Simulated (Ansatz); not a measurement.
A self-consistent single point of Ti2CS (P6_3/mmc, 8 atoms in the cell) with Ansatz (an electronic-structure program).

Method of the run: LDA (PW92), default PAW files made with PBE (plane waves; Ansatz).

```
Ti2CS
1.0
    3.21000     0.00000     0.00000
   -1.60500     2.77994     0.00000
    0.00000     0.00000    11.20000
Ti C S
4 2 2
Cartesian
  0.00000   1.85330   1.10880
  1.60500   0.92665   6.70880
  0.00000   1.85330   4.49120
  1.60500   0.92665  10.09120
  0.00000   0.00000   0.00000
  0.00000   0.00000   5.60000
  1.60500   0.92665   2.80000
  0.00000   1.85330   8.40000
```

Reference input (self-consistent single point, DFT, LDA (PW92), plane waves, default PAW files made with PBE): basis.ecutwfc = 30.9 Ry; kpoints.mp_grid.grid = 10 10 3; hamiltonian.xc = lda; hamiltonian.pseudopotentials = {kind: paw} (the program's default PAW files); scf.occupations.method = gaussian; scf.occupations.width = 0.0073 Ry. This run's input differs from it in these lines:

Ansatz 0.2 input:
```diff
@@ -15,3 +15,3 @@
 basis:
-  ecutwfc: 30.9 Ry
+  ecutwfc: 12.5 Ry
 kpoints:
```

Output, abridged:

```
SCF iter   1: F=—  HF=-11986.892738 eV  |F-HF|=—  |Δ(HF+E_count)|=         —  Δρ=1.42e-1  dr2=1.17e1  ethr=1.77e-3  ⟨swp⟩=5.2  Hψ=4714  notcnv=0
all-band conjugate gradients solve this SCF's bands
preconditioner: auto → Kerker (q_TF=auto, 2.559 Å⁻¹)
SCF iter   2: F=—  HF=-11980.106261 eV  |F-HF|=—  |Δ(HF+E_count)|=    6.79e0  Δρ=6.21e-2  dr2=2.01e0  ethr=1.77e-3  ⟨swp⟩=3.0  Hψ=2660  notcnv=0  defer=63
   [... lines left out ...]
SCF iter   6: F=—  HF=-11978.860749 eV  |F-HF|=—  |Δ(HF+E_count)|=   1.84e-4  Δρ=1.97e-4  dr2=1.21e-4  ethr=1.22e-6  ⟨swp⟩=2.2  Hψ=1445  notcnv=0  defer=60
SCF iter   7: F=—  HF=-11978.860722 eV  |F-HF|=—  |Δ(HF+E_count)|=   2.64e-5  Δρ=9.64e-5  dr2=1.56e-5  ethr=1.77e-7  ⟨swp⟩=2.0  Hψ=1463  notcnv=0  defer=60
SCF iter   8: F=—  HF=-11978.860712 eV  |F-HF|=—  |Δ(HF+E_count)|=   1.03e-5  Δρ=1.07e-5  dr2=3.14e-7  ethr=2.30e-8  ⟨swp⟩=2.0  Hψ=1572  notcnv=0  defer=60
SCF iter   9: F=-11978.860712 eV  HF=-11978.860712 eV  |F-HF|=1.63e-9  |Δ(HF+E_count)|=   8.43e-8  Δρ=2.19e-6  dr2=5.97e-9  ethr=1.47e-10  ⟨swp⟩=10.5  Hψ=4787  notcnv=0
SCF 1 converged in 9 iterations: F = -11978.860712 eV  dr2 = 5.97e-9
Free energy (F): -11978.860712 eV
Internal energy: -11978.853940 eV  (E = F + TS)
E sigma→0 (E₀):  -11978.857326 eV
Entropy (-TS):   -0.006771 eV (-0.846 meV/atom)
Fermi energy:    14.248898 eV
--- Forces (eV/Å), atoms counted from 1 ---
  atom   1  Ti     0.00000000     0.00000000     0.49279932
  atom   2  Ti     0.00000000    -0.00000000     0.49279932
  atom   3  Ti     0.00000000     0.00000000    -0.49279932
  atom   4  Ti     0.00000000    -0.00000000    -0.49279932
  atom   5  C      0.00000000    -0.00000000     0.00000000
  atom   6  C     -0.00000000    -0.00000000     0.00000000
  atom   7  S     -0.00000000    -0.00000000    -0.00000000
  atom   8  S      0.00000000     0.00000000     0.00000000
--- Stress (GPa, compression-positive) ---
       -4.112248      -0.000000      -0.000000
        0.000000      -4.112248       0.000000
       -0.000000       0.000000     -10.592483
  P = ⅓ Tr σ = -6.2723 GPa (-62.723 kbar)
  The stress holds the Pulay correction. Without it, at fixed plane waves, as pw.x and ABINIT print it: P = -306.7541 GPa
```

The run converged in 9 iterations. Against the reference run the free energy rises by 7.34 eV/atom, the pressure goes from -10.48 to -6.27 GPa and the largest force goes from 0.024 to 0.493 eV/Å.

The starting cell comes from a database of published, mostly measured structures (it also holds non-ambient and calculated ones), without a prior relaxation at this level. Spin polarisation is off, so a magnetic state, if there is one, cannot be reached. Ansatz's pressure includes its estimate of the finite-basis (Pulay) stress. Without the estimate this run gives -306.75 GPa. The cutoff lies below the one recommended for these files.
